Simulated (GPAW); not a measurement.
Worked example: self-consistent single point of SbPt (P6_3/mmc, 4 atoms in the cell) in GPAW.

Method: LDA (Perdew-Wang 92), GPAW PAW datasets LDA (gpaw-data 1.0.1) (plane waves; GPAW).

The change in words: lattice scaled by 0.98. Reference geometry:
```
SbPt
1.0
    4.10768     0.00000     0.00000
   -2.05384     3.55735     0.00000
    0.00000     0.00000     5.44670
Sb Pt
2 2
Direct
  0.66667   0.33333   0.75000
  0.33333   0.66667   0.25000
  0.00000   0.00000   0.50000
  0.00000   0.00000   0.00000
```

Reference input (self-consistent single point, DFT LDA (Perdew-Wang 92), plane waves, GPAW PAW datasets LDA (gpaw-data 1.0.1)): mode = pw; ecut = 600 eV; xc = LDA; kpts = 8 8 5; mesh shift (steps) = 0 0 0; occupations.name = fermi-dirac; occupations.width = 0.1 eV; nbands = -10; convergence.forces = 0.001 eV/Å; symmetry.symmorphic = false; symmetry.tolerance = 0.0005; maxiter = 100. This run's input differs from it in these lines:

```diff
@@ -5,8 +5,8 @@
 atoms = Atoms(['Sb', 'Sb', 'Pt', 'Pt'],
-              cell=[[4.107677, 0.000000, 0.000000],
-                    [-2.053838, 3.557352, 0.000000],
-                    [0.000000, 0.000000, 5.446695]],
-              positions=[[2.053841, 1.185783, 4.085021],
-                         [-0.000002, 2.371569, 1.361674],
-                         [0.000000, 0.000000, 2.723348],
+              cell=[[4.025523, 0.000000, 0.000000],
+                    [-2.012761, 3.486205, 0.000000],
+                    [0.000000, 0.000000, 5.337761]],
+              positions=[[2.012764, 1.162067, 4.003321],
+                         [-0.000002, 2.324138, 1.334440],
+                         [0.000000, 0.000000, 2.668881],
                          [0.000000, 0.000000, 0.000000]],
```

Output, abridged:

```
     iter     time        total  log10-change:
                         energy   eigst   dens  force
iter:   1 --:--:--   -28.160829
iter:   2 --:--:--   -28.257825   -0.33  -1.51
iter:   3 --:--:--   -28.120407   -1.24  -1.51
iter:   4 --:--:--   -27.982976   -1.17  -1.53
iter:   5 --:--:--   -28.048058   -2.33  -1.82
iter:   6 --:--:--   -27.496188   -1.49  -1.79
iter:   7 --:--:--   -27.497685   -3.27  -2.50
iter:   8 --:--:--   -27.500570c  -3.84  -2.71
iter:   9 --:--:--   -27.496410c  -3.56  -2.80
iter:  10 --:--:--   -27.496365c  -5.08  -3.07
iter:  11 --:--:--   -27.496844c  -5.27  -3.07
iter:  12 --:--:--   -27.496954c  -6.22  -3.02
   [... 4 lines left out ...]
iter:  17 --:--:--   -27.496136c  -5.20  -3.37
iter:  18 --:--:--   -27.496066c  -6.09  -3.60
iter:  19 --:--:--   -27.496065c  -5.60  -3.77
iter:  20 --:--:--   -27.496055c  -7.15  -3.95
iter:  21 --:--:--   -27.496053c  -7.20  -4.06c
iter:  22 --:--:--   -27.496050c  -6.84  -4.31c
iter:  23 --:--:--   -27.496051c  -8.45c -4.88c
iter:  24 --:--:--   -27.496051c  -9.64c -5.09c -16.52c
Converged after 24 iterations.

Dipole moment: (-0.000000, 0.000000, 0.000003) |e|*Ang

Energy contributions relative to reference atoms: (reference = -1352458.370350)

Kinetic:        +24.789562
Potential:      -21.764517
External:        +0.000000
XC:             -29.420867
Entropy (-ST):   -0.066092
Local:           -1.067184
SIC:             +0.000000
--------------------------
Free energy:    -27.529097
Extrapolated:   -27.496051

Showing only first 2 kpts
 Kpt  Band  Eigenvalues  Occupancy
  0    29     11.08100    1.71092
  0    30     12.09227    0.00048
  0    31     13.55476    0.00000
  0    32     13.66254    0.00000

  1    29     11.83774    0.00610
  1    30     11.83779    0.00610
  1    31     12.49299    0.00001
  1    32     14.38154    0.00000

Fermi level: 11.25881

No gap
No difference between direct/indirect transitions
Energy (eV): -27.496051

Forces in eV/Ang:
  0 Sb    0.00000    0.00000    0.00000
  1 Sb   -0.00000   -0.00000    0.00000
  2 Pt    0.00000   -0.00000    0.00000
  3 Pt    0.00000   -0.00000    0.00000

Stress tensor:
    -0.075722     0.000000     0.000000
     0.000000    -0.075722     0.000000
     0.000000     0.000000    -0.081951
Stress (GPa, Voigt): [-12.132 -12.132 -13.13    0.      0.      0.   ]
```

The run converged in 24 iterations. GPAW prints stress with tension positive. Against the reference run the free energy rises by 49.1 meV/atom and the pressure goes from 1.43 to 12.46 GPa.

The starting cell comes from a database of computed structures (which also holds hypothetical and non-ambient phases and stackings), without a prior relaxation at this level. Its lattice was rescaled by a random factor within 2.5 % of one. For this run, on top of that: lattice scaled by 0.98. Spin polarisation is off. With a pressure of about 12 GPa the cell is away from its equilibrium volume at this level.

Cost on one core of a shared machine: roughly 3 min.
